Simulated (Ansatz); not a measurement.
B20 (FeSi-type) FeGe was calculated with PBEsol (PAW; Ansatz, an electronic-structure program).

Settings: plane-wave cutoff 520 eV, 12×12×12 k mesh, Fermi–Dirac smearing 0.05 eV, spin-polarised with parallel moments, scalar-relativistic PAW data made under PBE.

Properties against volume:

Shape and atoms are relaxed at each volume.

| V (Å³/atom) | P (GPa) | moment (μB per cell of 8 atoms) |
|---|---|---|
| 11.655 | 8.33 | 3.89 |
| 11.898 | 3.92 | 3.98 |
| 12.140 | -0.01 | 4.05 |
| 12.383 | -3.49 | 4.10 |
| 12.626 | -6.55 | 4.15 |

Note: the collinear magnetic order is the start's and need not be the measured one; the bulk modulus comes from volumes at which shape and atoms were relaxed.
